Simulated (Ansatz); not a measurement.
**H interstitial (fcc Rh host)**

All values below come from PBE, PAW (plane waves to 420 eV; Ansatz, a quantum-chemistry and plane-wave program). Set-up: 32-site cell; 6×6×6 shifted k-points; start: void with 6Rh nearest; not converged in cell size; the relaxation kept the symmetry of the starting site; relaxed from one start, so a lower configuration may exist.

Neighbours after relaxation, in Å: of the H atom: Rh 1.95, Rh 1.95, Rh 1.95, Rh 1.95, Rh 1.95, Rh 1.95.

Formation energies E_f are those of the neutral cell. Chemical conditions: host crystal and elements as references (Δμ(H) = 0.00 eV; H taken from its element, since no compound that bounds it was computed at this level; only phases computed here count, gases as isolated molecules at 0 K). Reference phases: H: H2 molecule in a box.

The name describes the start; the neighbours show where the added atom ended.

```json
[
 {"charge": "0", "moment (μB)": "not spin-polarised", "point group": "Oh", "largest move off a lattice site (Å)": "0.03", "E_f, host crystal and elements as references (eV)": "0.23"}
]
```

Point groups are those of the whole cell at tolerances of 0.03 and 0.1 Å ("near" where only the looser one holds); none is given for unsettled states.
